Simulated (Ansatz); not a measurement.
Start from SrGeO₃ (space group P-62m, No. 189; a cell from a computed database, its experimental status unchecked).

```cif
data_Ge3O9Sr3
_chemical_formula_sum 'Sr3 Ge3 O9'
_space_group_name_H-M_alt 'P 1'
_space_group_IT_number 1
_cell_length_a 6.90463
_cell_length_b 6.90463
_cell_length_c 5.72019
_cell_angle_alpha 90.000
_cell_angle_beta 90.000
_cell_angle_gamma 120.000
loop_
_space_group_symop_operation_xyz
  'x, y, z'
loop_
_atom_site_label
_atom_site_type_symbol
_atom_site_fract_x
_atom_site_fract_y
_atom_site_fract_z
_atom_site_occupancy
Sr1 Sr 0.00000 0.33498 0.50000 1
Sr2 Sr 0.33498 0.00000 0.50000 1
Sr3 Sr 0.66502 0.66502 0.50000 1
Ge1 Ge 0.27157 0.27157 0.00000 1
Ge2 Ge 0.00000 0.72843 0.00000 1
Ge3 Ge 0.72843 0.00000 0.00000 1
O1 O 0.75199 0.75199 0.00000 1
O2 O 0.00000 0.24801 0.00000 1
O3 O 0.24801 0.00000 0.00000 1
O4 O 0.36284 0.36284 0.28114 1
O5 O 0.00000 0.63716 0.71886 1
O6 O 0.63716 0.00000 0.28114 1
O7 O 0.36284 0.36284 0.71886 1
O8 O 0.00000 0.63716 0.28114 1
O9 O 0.63716 0.00000 0.71886 1
```

All numbers come from Ansatz (a quantum-chemistry and plane-wave program), PBEsol, PAW, cutoff 420 eV, spin-orbit coupling left out.

Before the change:

```
Property                         Result
-----------------------------  --------
Band gap                        3.01 eV
Volume per atom                15.74 Å³
Width of the top valence band   0.50 eV
```

Modification: cell and atoms relaxed at a pressure of 0.7 GPa.

**Question.** How does this affect the band gap, volume per atom and width of the top valence band?

**Answer.** The band gap is nearly the same (3.01 eV against 3.02 eV); the volume per atom decreases by 0.196 Å³ to 15.55 Å³; the width of the top valence band is still 0.50 eV.

Load acts through the strain it causes; cell and atoms are relaxed under it. No phonon test of stability was made.
